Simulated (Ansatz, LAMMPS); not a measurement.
Si sphere of 47 atoms, radius 0.65 nm, coherent in Ge, 6x6x6 cubic cells at the host's lattice parameter

Cell 34.56 × 34.56 × 34.56 Å, Si47Ge1681, 1728 atoms. Prepared with Tersoff's 1989 multicomponent potential (SiCGe.tersoff) in LAMMPS: minimisation. 

Level of theory: PBE, support functions at accuracy medium on the grid of 370 eV (norm-conserving potentials; Ansatz, an electronic-structure program).

Basis: localised support functions (accuracy medium) on a full density matrix. k-points: zone centre alone; occupations: Fermi-Dirac, 0.010 eV; spin polarisation not allowed. Spin-orbit coupling is left out.

```
Property                                                                                                   Value
--------------------------------------------  ------------------------------------------------------------------
energy over the perfect crystal(s), per atom                                                          2 meV/atom
electronic character of the cell                                                no gap resolved at this smearing
coordination (neighbours within 2.994 Å)                                                          100.0 % 4-fold
Ge-Ge bonds, mean ± spread                                                                       2.497 ± 0.004 Å
Ge-Si bonds, mean ± spread                                                                       2.459 ± 0.008 Å
Si-Si bonds, mean ± spread                                                                       2.420 ± 0.006 Å
bond angles, mean ± spread                                                                         109.5° ± 0.5°
pressure                                                                                               -0.23 GPa
cost of the final run                         about 100 core-minutes (a rough figure), 16 SCF iterations, 34 GiB
```
